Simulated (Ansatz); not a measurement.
Band structure of Sr₂CdCuS₂O₂ (I-4m2, 8 atoms in the cell).

```yaml
crystal:
  lattice:
    - [-1.97392, 1.97392, 9.74840]
    - [1.97392, -1.97392, 9.74840]
    - [1.97392, 1.97392, -9.74840]
  atoms:
    - { symbol: Sr, position: [0.58782, 0.58782, 0.00000] }
    - { symbol: Sr, position: [0.41218, 0.41218, 0.00000] }
    - { symbol: Cd, position: [0.25000, 0.75000, 0.50000] }
    - { symbol: Cu, position: [0.00000, 0.00000, 0.00000] }
    - { symbol: S, position: [0.83658, 0.83658, 0.00000] }
    - { symbol: S, position: [0.16342, 0.16342, 0.00000] }
    - { symbol: O, position: [0.49879, 0.99879, 0.50000] }
    - { symbol: O, position: [0.00121, 0.50121, 0.50000] }
```

Method: LDA (PW92), PAW files made with PBE (plane waves; Ansatz, an electronic-structure program).

Settings: kpoints.mp_grid.grid = 5 5 5; hamiltonian.xc = lda; hamiltonian.pseudopotentials = {kind: paw} (the program's default PAW files); scf.occupations.method = fermi_dirac; scf.occupations.width = 0.05 eV; kpoints.band_path.npoints = 8.

The starting cell comes from a database of computed structures (which also holds hypothetical and non-ambient phases and stackings), without a prior relaxation at this level. Spin polarisation is off; with an odd number of electrons in the cell that forces a metal, and a magnetic state may lie lower.

Levels in eV from the Fermi level, bands 39 to 46:
| point | 39 | 40 | 41 | 42 | 43 | 44 | 45 | 46 |
|---|---|---|---|---|---|---|---|---|
| Γ | -1.37 | -1.04 | -0.47 | -0.47 | 1.47 | 2.97 | 3.69 | 3.92 |
| X | -0.89 | -0.73 | -0.73 | 1.94 | 2.94 | 3.19 | 3.50 | 4.80 |
| Y | -0.90 | -0.74 | -0.73 | 1.92 | 2.91 | 3.23 | 3.51 | 4.82 |
| S | -0.93 | -0.80 | -0.64 | -0.44 | 2.33 | 3.46 | 4.24 | 5.27 |
| Z | -1.21 | -1.14 | -0.53 | -0.53 | 2.05 | 2.93 | 3.57 | 3.58 |
| S1 | -0.93 | -0.80 | -0.64 | -0.44 | 2.33 | 3.46 | 4.24 | 5.27 |
| N | -0.93 | -0.83 | -0.64 | -0.43 | 2.33 | 3.52 | 4.24 | 5.27 |
| P | -0.89 | -0.73 | -0.73 | 1.94 | 2.95 | 3.19 | 3.50 | 4.76 |
| Y1 | -0.90 | -0.74 | -0.73 | 1.92 | 2.91 | 3.23 | 3.51 | 4.82 |

Bands cross the Fermi level along this path, so the cell is metallic at this level.

Keys are those of Ansatz 0.2.
